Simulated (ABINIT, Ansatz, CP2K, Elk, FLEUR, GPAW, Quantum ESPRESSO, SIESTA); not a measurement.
**Code comparison for Sn (Fd-3m, 2 atoms in the cell)**

Self-consistent single point, at a second geometry (lattice scaled by 0.98). First geometry:

```xyz
2
Lattice="0.0000 3.2445 3.2445 3.2445 0.0000 3.2445 3.2445 3.2445 0.0000" Properties=species:S:1:pos:R:3 pbc="T T T"
Sn     0.0000     0.0000     0.0000
Sn     1.6222     1.6222     1.6222
```

Shared settings, as Ansatz (a first-principles code) writes them: kpoints.mp_grid.grid = 9 9 9; scf.occupations.method = fermi_dirac; scf.occupations.width = 0.05 eV. Potentials and cutoffs stand in the table.

| code | model | ΔF from the first geometry (meV/atom) | pressure (GPa) | cutoff |
|---|---|---|---|---|
| FLEUR | PBE, all-electron FLAPW (FLEUR), scalar-relativistic valence | 62.1 | – | Kmax 4.1 1/bohr |
| Quantum ESPRESSO | PBE, GBRV 1.5 ultrasoft (PBE) pseudopotentials | 60.7 | 6.64 | 40 Ry |
| Elk | PBE, all-electron FP-LAPW, Elk's shipped species files, APW+lo basis with extra local orbitals | 63.2 | – | rgkmax 7.5 |
| Ansatz | PBE, default PAW files | 61.9 | 6.77 | default |
| CP2K | PBE, GPW, DZVP-MOLOPT-SR-GTH basis, GTH-PBE potentials (GTH_POTENTIALS) | 65.8 | 7.09 | grid 400 Ry |
| ABINIT | PBE, norm-conserving pseudopotentials (PseudoDojo nc-sr-05 PBE standard) | 61.9 | 6.80 | 36 Ha |
| GPAW | PBE, GPAW PAW datasets PBE (gpaw-data 1.0.1) | 58.2 | 6.46 | 600 eV |
| SIESTA | GGA PBE, numerical atomic orbitals DZP, PseudoDojo PBE standard norm-conserving potentials (rewritten from UPF to PSML) | 67.0 | 7.39 | grid 350 Ry |

A dash marks a value that a program does not give, or that is left out as unsure.

The spread over the programs that give each value: ΔF from the first geometry within 8.8 meV/atom; pressure within 0.93 GPa.

CP2K and SIESTA use small atom-centred bases, whose incompleteness enters pressures, forces and empty levels differently from a plane-wave cutoff. FLEUR and Elk treat all electrons, but the usual bases taken here (sphere radii, linearisation, local orbitals, empty states) were not tested for convergence, so the values are no reference for the others. Ansatz's pressure is given at a fixed set of plane waves, as the other plane-wave codes print theirs; with its correction for the finite basis it is 6.80 GPa.

The starting cell has typed, rounded lattice constants, without a prior relaxation at this level. For this run, on top of that: lattice scaled by 0.98.

Keys are those of Ansatz 0.2.
